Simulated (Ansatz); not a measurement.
A calculation on cubic perovskite CsSnI3 (cubic high-temperature phase) returned lattice constant a 6.224 Å, bulk modulus 17.5 GPa.

Problem. Which level of theory produced these numbers?
(A) r²SCAN (Ansatz, a first-principles code)
(B) PBE (Ansatz)
(C) PBEsol+SOC (Ansatz)
(D) PBE+SOC (Ansatz)

Solution. A, r²SCAN (Ansatz)

The others give: PBE 6.286 Å, 15.4 GPa; PBE+SOC 6.289 Å, 15.0 GPa; PBEsol+SOC 6.135 Å, 18.0 GPa.

Unless a cell is named, each level is at its own relaxed cell (PBE 49.67, PBE+SOC 49.75, PBEsol+SOC 46.19, r²SCAN 48.23 Å³/atom).

Caveats: the relaxation could not lower the start's symmetry, so the cell can be a saddle point above a distorted one (PBE, PBE+SOC, PBEsol+SOC, r²SCAN). Ansatz's density-functional and Hartree–Fock values are scalar-relativistic unless marked +SOC, with PAW data made under PBE.
